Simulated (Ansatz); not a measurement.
The structure below was relaxed with DFT with PBE, PAW potentials and a 420 eV plane-wave cutoff in Ansatz (a quantum-chemistry and plane-wave program), scalar-relativistic without spin-orbit coupling.

Space group Cc (No. 9); a = 11.885 Å, b = 6.864 Å, c = 7.555 Å, α = 90.00°, β = 121.23°, γ = 90.00°

```csv
atom,site,symmetry,x,y,z
Zn,4a,1,0.0831,0.5817,0.0074
Cd,4a,1,0.4145,0.4119,0.4949
Zn,4a,1,0.2506,0.0800,0.9950
S,4a,1,0.1979,0.5922,0.3765
S,4a,1,0.0558,0.0958,0.3878
S,4a,1,0.3729,0.0624,0.3628
```

Problem. Write out a cell with all atoms.

Solution. 
```cif
data_Cd4S12Zn8
_chemical_formula_sum 'Zn8 Cd4 S12'
_space_group_name_H-M_alt 'P 1'
_space_group_IT_number 1
_cell_length_a 11.88549
_cell_length_b 6.86355
_cell_length_c 7.55466
_cell_angle_alpha 90.000
_cell_angle_beta 121.231
_cell_angle_gamma 90.000
loop_
_space_group_symop_operation_xyz
  'x, y, z'
loop_
_atom_site_label
_atom_site_type_symbol
_atom_site_fract_x
_atom_site_fract_y
_atom_site_fract_z
_atom_site_occupancy
Zn1 Zn 0.58313 0.08172 0.00745 1
Cd1 Cd 0.41448 0.58810 0.99490 1
Zn2 Zn 0.25058 0.08003 0.99497 1
Zn3 Zn 0.58313 0.91828 0.50745 1
Cd2 Cd 0.41448 0.41190 0.49490 1
Zn4 Zn 0.25058 0.91997 0.49497 1
S1 S 0.69792 0.09218 0.37649 1
S2 S 0.55584 0.59578 0.38777 1
S3 S 0.37285 0.06238 0.36282 1
S4 S 0.69792 0.90782 0.87649 1
S5 S 0.55584 0.40422 0.88777 1
S6 S 0.37285 0.93762 0.86282 1
Zn5 Zn 0.08313 0.58172 0.00745 1
Cd3 Cd 0.91448 0.08810 0.99490 1
Zn6 Zn 0.75058 0.58003 0.99497 1
Zn7 Zn 0.08313 0.41828 0.50745 1
Cd4 Cd 0.91448 0.91190 0.49490 1
Zn8 Zn 0.75058 0.41997 0.49497 1
S7 S 0.19792 0.59218 0.37649 1
S8 S 0.05584 0.09578 0.38777 1
S9 S 0.87285 0.56238 0.36282 1
S10 S 0.19792 0.40782 0.87649 1
S11 S 0.05584 0.90422 0.88777 1
S12 S 0.87285 0.43762 0.86282 1
```
This is the conventional cell.

These are small ordered cells, not random alloys; other orderings at the same x differ. No phonon test of stability was made. The cell was made from ZnS by this change: x(Cd) = 0.333, 12 atoms, Cc.
